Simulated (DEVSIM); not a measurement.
System: abrupt Si p-n junction, at 300 K.

Layer 1 from the left is Si, thickness (μm) 0.160, Na (cm⁻³) 2.1e18, τn (s) 1.4e-6, τp (s) 1.4e-6. Layer 2 from the left is Si, thickness (μm) 0.390, Nd (cm⁻³) 4.4e16, τn (s) 1.4e-6, τp (s) 1.4e-6.

Left contact: ohmic. Right contact: ohmic. Voltage is applied to the left contact. Recombination: SRH at mid-gap, radiative. Mobility is μmin + (μ − μmin)/(1 + (N/Nref)^α).

This is a model device: material constants are rounded textbook-type values typed into the input, and sizes, dopings and lifetimes were drawn at random. Values at 300 K.

Si: gap (eV) 1.124, affinity (eV) 4.05, permittivity 11.7, Nc (cm⁻³) 2.86e19, Nv (cm⁻³) 3.1e19, μn (cm²/Vs) 1417, μp (cm²/Vs) 470, μn,min 52, μp,min 45, Nref,n 9.7e16, Nref,p 2.2e17, αn 0.68, αp 0.72, B (cm³/s) 4.7e-15.

Simulated with DEVSIM: 1D drift-diffusion, Boltzmann statistics, complete ionisation; no tunnelling, impact ionisation, image-force lowering or self-heating.

Problem. What does the simulation give for the dark forward voltage at 1 A/cm², the potential step across the device at zero bias, the dark forward voltage at 100 A/cm²?

Solution. dark forward voltage at 1 A/cm² 0.588 V; potential step across the device at zero bias 0.887 V; dark forward voltage at 100 A/cm² 0.710 V.
